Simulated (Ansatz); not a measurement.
The parent structure is BP in the zinc blende structure (space group F-43m, No. 216; a = 4.520 Å).

Levels (all Ansatz, a first-principles code, PAW): PBEsol (420 eV, no spin-orbit coupling); r2SCAN (500 eV, no SOC).

The geometry is relaxed with PBEsol.

* **PBEsol smallest direct gap**: 3.38 eV
* **PBEsol gap character**: indirect, Γ → Γ–X (83 % along)
* **PBEsol lowest conduction level above the VBM at special points**: X 1.21 eV; U 2.02 eV; K 2.02 eV; Γ 3.38 eV
* **PBEsol electron mass**: 1.3 mₑ along k, 0.22 mₑ across (off the special points)

How does going to r2SCAN change the smallest direct gap, gap character, lowest conduction level above the VBM at special points and electron mass?

The smallest direct gap goes up by 0.24 eV, from 3.38 eV to 3.62 eV; the gap character remains indirect, Γ → Γ–X (83 % along); the lowest conduction level above the VBM at special points goes from X 1.21 eV; U 2.02 eV; K 2.02 eV; Γ 3.38 eV to X 1.48 eV; U 2.36 eV; K 2.36 eV; Γ 3.62 eV; the electron mass is still 1.3 mₑ along k, 0.22 mₑ across (off the special points).

Single points use the geometry relaxed with PBEsol. Masses are band curvatures over ±0.01 Å⁻¹ around the edge. Along k means along the line from Γ to the band edge. Whether these cells are dynamically stable was not tested.
